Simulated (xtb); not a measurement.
xtb 6.7.1, GFN2-xTB: Cc1ccc(/C=C/c2cc(F)cs2)[se]1, 23 atoms. The geometry is a generated start, not checked to be a minimum at this level.

- run flags: --grad
- method: GFN2-xTB
- --acc: 1 (default)
- --etemp (K): 300 (default)
- basis functions: 77
- valence electrons: 72

```xyz
23

C     -5.0999    -0.2480    -0.1505
C     -3.6585     0.1009     0.0135
C     -3.1378     1.2518     0.5150
C     -1.8237     1.4439     0.6101
C     -0.9324     0.4988     0.2104
C      0.5260     0.5750     0.2567
C      1.1929    -0.4711    -0.1886
C      2.6507    -0.3960    -0.1428
C      3.5144    -1.3493    -0.5463
C      4.8363    -1.0989    -0.4260
F      5.8024    -2.0134    -0.8118
C      5.1931     0.1090     0.0987
S      3.7089     0.9038     0.4281
Se    -2.1935    -0.9444    -0.4242
H     -5.2468    -0.6916    -1.1699
H     -5.7166     0.6583    -0.0742
H     -5.4178    -1.0586     0.5480
H     -3.8640     2.0545     0.8548
H     -1.4113     2.4130     1.0321
H      1.0596     1.4414     0.6356
H      0.6764    -1.3270    -0.5628
H      3.1435    -2.3160    -0.9670
H      6.1981     0.4640     0.2612
```

One run each on 1 thread. Values of broydamp tried: 0.02, 0.05, 0.1, 0.2, 0.4 (default), 0.6, 0.8, 1.

Which value of broydamp needs the fewest SCC iterations, and what happens away from it?

Fewest SCC iterations, within one of each other: 0.2 with 14, 0.4 (default) with 14, 0.6 with 14, 0.8 with 15, 1 with 15. The count rises to 21 at 0.02. All converge to one solution.

```tsv
broydamp	SCC iterations	end
0.02	21	same solution
0.05	19	same solution
0.1	17	same solution
0.2	14	same solution
0.4 (default)	14	same solution
0.6	14	same solution
0.8	15	same solution
1	15	same solution
```
